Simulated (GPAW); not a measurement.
**How a calculation on ZnIn₂SnAs₄ (I-42m, 8 atoms in the cell) responds to its settings**

```
ZnIn2SnAs4
1.0
   -3.07990     3.07990     6.12467
    3.07990    -3.07990     6.12467
    3.07990     3.07990    -6.12467
Zn In Sn As
1 2 1 4
Direct
  0.00000   0.00000   0.00000
  0.75000   0.25000   0.50000
  0.25000   0.75000   0.50000
  0.50000   0.50000   0.00000
  0.12010   0.12010   0.47828
  0.87990   0.35818   0.00000
  0.64182   0.64182   0.52172
  0.35818   0.87990   0.00000
```

Base run A: GPAW with PBEsol, GPAW PAW datasets PBEsol (made by gpaw-setup), self-consistent single point.

Its settings: mode = pw; ecut = 850 eV; xc = PBEsol; kpts = 5 5 5; mesh shift (steps) = 0 0 0; occupations.name = marzari-vanderbilt; occupations.width = 0.2 eV; nbands = -14; convergence.density = 1e-05 e/electron; symmetry.symmorphic = false; symmetry.tolerance = 0.0005; maxiter = 120.

The starting cell comes from a database of computed structures (which also holds hypothetical and non-ambient phases and stackings), without a prior relaxation at this level. Its lattice was rescaled by a random factor within 2.5 % of one. In the base run, with a pressure of about -4 GPa the cell is away from its equilibrium volume at this level. The run gives no clean gap (levels at the Fermi energy touch, overlap or are partly filled at this smearing), which alone does not show that the compound is a metal.

Total energies depend on the potentials, the functional and any Hubbard or dispersion term, so they are compared only between runs that share all of them.

Runs:
- B: xc: PBEsol → LDA; potentials: GPAW PAW datasets LDA (gpaw-data 1.0.1) [LDA (Perdew-Wang 92)]
- C: xc: PBEsol → BLYP; potentials: GPAW PAW datasets BLYP (made by gpaw-setup) [BLYP]
- D: xc: PBEsol → vdW-DF2 (libvdwxc); potentials: GPAW PAW datasets PBE (gpaw-data 1.0.1) [vdW-DF2]
- E: xc: PBEsol → vdW-DF-cx (libvdwxc); potentials: GPAW PAW datasets PBE (gpaw-data 1.0.1) [vdW-DF-cx]

```csv
run,pressure (GPa),largest force (eV/Å)
A,-4.32,0.093
B,-5.82,0.084
C,0.79,0.076
D,2.54,0.067
E,-3.22,0.116
```

Run D against A: The pressure goes from -4.32 to 2.54 GPa and the largest force goes from 0.093 to 0.067 eV/Å.

Run C against A: The pressure goes from -4.32 to 0.79 GPa and the largest force goes from 0.093 to 0.076 eV/Å.

Run B against A: The pressure goes from -4.32 to -5.82 GPa and the largest force goes from 0.093 to 0.084 eV/Å.

Left out of this page: 3 runs of the series held back from this collection.
